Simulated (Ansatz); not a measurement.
```
HgS
1.0
    4.46492     0.00000     0.00000
   -2.23246     3.86673     0.00000
    0.00000     0.00000     9.75823
Hg S
3 3
Direct
  0.75651   0.00000   0.66667
  0.00000   0.75651   0.33333
  0.24349   0.24349   0.00000
  0.44996   0.00000   0.16667
  0.00000   0.44996   0.83333
  0.55004   0.55004   0.50000
```

No spin polarisation.

1.68 holes added to each cell, a density of 1.0×10^22 cm⁻³, with a uniform compensating background at fixed cell and a 300 K Fermi–Dirac width.

Computed with PBE/PAW in Ansatz (a first-principles code), no spin-orbit coupling. k-mesh 12×12×5 (Γ-centred); smearing 0.0259 eV (Fermi–Dirac).

Problem. Predict the gap character, Fermi level from band edge and gap between the host's bands.

Solution. The gap character is indirect, Γ–A (67 % along) → Γ and the Fermi level relative to the doped band's edge (positive inside the band; to 0.05 eV) comes out as +0.35 eV. The gap between the host's bands is 1.99 eV.

Carriers are added with a uniform compensating background; total energy and stress of such cells depend on the potential's zero and are not compared; many-body gap narrowing is missing at this level. With Hg present, leaving out spin-orbit coupling can change the band edges. Whether these cells are dynamically stable was not tested. The cell was made from HgS (space group P3_221, No. 154; made of chains) by this change: holes 1.0×10^22 cm⁻³. No dispersion term is included, though the crystal is made of layers, chains or molecules, so its spacings can come out too wide.
